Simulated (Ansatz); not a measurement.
Defect: interstitial B in 2H silicon carbide, charge state +3. The step: a direct jump of one B atom; the atom moves 1.31 Å along (-0.40, -0.20, -0.15) of the unit cell; the moving atom starts with neighbours 3 C at 1.61; 3 Si at 2.13 Å and ends with 2 C at 1.59, C at 1.62; Si at 1.97, 2 Si at 2.09 Å. A PBE band in Ansatz (plane-wave PAW, the Γ point alone, 72 host sites, 37 SCF runs with any check of the saddle's order, static, no finite-size correction) gives a forward barrier of 0.93 eV. The saddle point's order was not checked, and it lies on a symmetry element of the cell, where a band can be held. The host's phase is taken as given; its stability against other phases was not computed. The charge state is imposed; whether it is stable for some Fermi level was not computed. Sites that were not tried may lie lower.

Single points at the band's start and saddle point can refine it. Rough cost of one point, in units of the band's mean SCF on the same machine:

```tsv
Level	Cost of one point
PBE, a 2×2×2 k-point mesh shifted by half a step along c	about 8
r2SCAN at 500 eV, the Γ point alone	about 6
```

### Question
Which of these move the barrier by more than 0.1 eV, and how far does each move it?

### Answer
Not one does. PBE, a 2×2×2 k-point mesh shifted by half a step along c: 0.00 eV; r2SCAN at 500 eV, the Γ point alone: +0.04 eV. Each functional is compared with PBE at the same k-points.

Ansatz is a program for electronic structure.
